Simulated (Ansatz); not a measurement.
LiCd (Fd-3m), PBEsol, DFPT electron-phonon coupling, linearised Boltzmann equation (Ansatz, a program for electronic structure): phonon-limited resistivity 8.01 μΩ·cm at 300 K, current-weighted mean free path 13.0 nm, Drude plasma energy 7.34 eV.

Task: What Drude relaxation time do resistivity and plasma energy imply?

Result: ω_p = 1.12e16 s⁻¹, so τ = 1/(ε₀ ω_p² ρ) = 11.3 fs, a damping ħ/τ of 58.1 meV.

Task: Estimate the resistivity of a 40 nm square wire with diffuse walls from ρ ≈ ρ₀(1 + 3ℓ/4d).

Result: 1 + 0.75 × 13.0/40 = 1.24, so ρ ≈ 9.96 μΩ·cm and a line 1 μm long has 62.3 Ω. The formula is the free-electron limit for d well above ℓ; grain boundaries add to it.

Task: What is the classical skin depth at 100 GHz (nonmagnetic, μ₀ = 1.257×10⁻⁶ H/m)?

Result: δ = √(ρ/(π f μ₀)) = 450 nm.

A metal at this level (no band gap). Only scattering by harmonic phonons is included (no impurities, grain boundaries, electron-electron scattering or thermal expansion). Spin-orbit coupling is left out. Halving the electron mesh (24x24x24) moves the resistivity by up to 3 % at 300 K, the mean free path by up to 1 %. Smearing 0.20 eV; phonons on a 4x4x4 q mesh, which this run doesn't test.

Computed structure with no diffraction record at hand here (it may be known, metastable or hypothetical): LiCd (Fd-3m).
